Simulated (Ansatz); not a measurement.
## Carrier properties of SnO2 (P4_2/mnm)

Consider the following.

```xyz
6
Lattice="4.7691 0.0000 0.0000 0.0000 4.7691 0.0000 0.0000 0.0000 3.2120" Properties=species:S:1:pos:R:3 pbc="T T T"
Sn     0.0000     0.0000     0.0000
Sn     2.3846     2.3846     1.6060
O      1.4607     1.4607     0.0000
O      3.3085     3.3085     0.0000
O      3.8452     0.9239     1.6060
O      0.9239     3.8452     1.6060
```

All values below come from PBE, rigid bands (plane waves, PAW, scalar-relativistic; Ansatz, a quantum-chemistry and plane-wave program). How the cell was made: cell and atoms relaxed with PBEsol.

* **band gap**: 1.02 eV
* **electron conductivity mass (300 K, dilute)**: 0.20 (x), 0.20 (y), 0.181 (z) mₑ
* **hole conductivity mass (300 K, dilute)**: 1.45 (x), 1.45 (y), 2.0 (z) mₑ
* **effective density of states N_c (300 K)**: 2.0e18 cm⁻³
* **effective density of states N_v (300 K)**: 5.0e19 cm⁻³
* **density-of-states mass, electrons**: 0.185 mₑ
* **density-of-states mass, holes**: 1.58 mₑ
* **Seebeck coefficient, n-type 1e19 cm⁻³, 300 K**: -113 μV/K
* **best n-type power factor at 300 K for τ = 10 fs (best axis; densities from 1e16 to 1e21 cm⁻³ tried, whether or not they can be reached)**: 1.93 μW/(cm·K²) at 1e19 cm⁻³
* **Seebeck coefficient, p-type 1e19 cm⁻³, 300 K**: 350 μV/K
* **best p-type power factor at 300 K for τ = 10 fs (best axis; densities from 1e16 to 1e21 cm⁻³ tried, whether or not they can be reached)**: 5.2 μW/(cm·K²) at 1e20 cm⁻³

Rigid bands; masses and Seebeck coefficients take one relaxation time τ for all states and one kind of carrier; polarons and phonon drag are left out. Spin-orbit coupling is left out; where it splits the top of the valence band, N_v and the p-type Seebeck coefficient come out somewhat high without it. Geometry: cell and atoms relaxed with PBEsol.
